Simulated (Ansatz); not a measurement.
**Effective masses and thermopower of SiC (F-43m)**

Given:

```yaml
crystal:
  lattice:
    - [0.00000, 2.18986, 2.18986]
    - [2.18986, 0.00000, 2.18986]
    - [2.18986, 2.18986, 0.00000]
  atoms:
    - { symbol: Si, position: [0.25000, 0.25000, 0.25000] }
    - { symbol: C, position: [0.00000, 0.00000, 0.00000] }
```

Level of theory: PBE, rigid bands (plane waves, PAW, scalar-relativistic; Ansatz, a first-principles code). Condition of this run: functional PBE, cell relaxed with it. Geometry: cell and atoms relaxed with PBE.

```yaml
band_gap: 1.37 eV
electron conductivity mass (300 K, dilute): 0.30 mₑ
hole conductivity mass (300 K, dilute): 0.69 mₑ
effective density of states N_c (300 K): 1.4e19 cm⁻³
effective density of states N_v (300 K): 1.6e20 cm⁻³
density_of_states_mass_electrons: 0.69 mₑ
density_of_states_mass_holes: 3.4 mₑ
Seebeck coefficient, n-type 1e19 cm⁻³, 300 K: -251 μV/K
best n-type power factor at 300 K for τ = 10 fs (best axis; densities from 1e16 to 1e21 cm⁻³ tried, whether or not they can be reached): 7.7 μW/(cm·K²) at 3e19 cm⁻³
Seebeck coefficient, p-type 1e19 cm⁻³, 300 K: 441 μV/K
best p-type power factor at 300 K for τ = 10 fs (best axis; densities from 1e16 to 1e21 cm⁻³ tried, whether or not they can be reached): 31 μW/(cm·K²) at 3e20 cm⁻³
```

Rigid bands; masses and Seebeck coefficients take one relaxation time τ for all states and one kind of carrier; polarons and phonon drag are left out. Spin-orbit coupling is left out; where it splits the top of the valence band, N_v and the p-type Seebeck coefficient come out somewhat high without it.
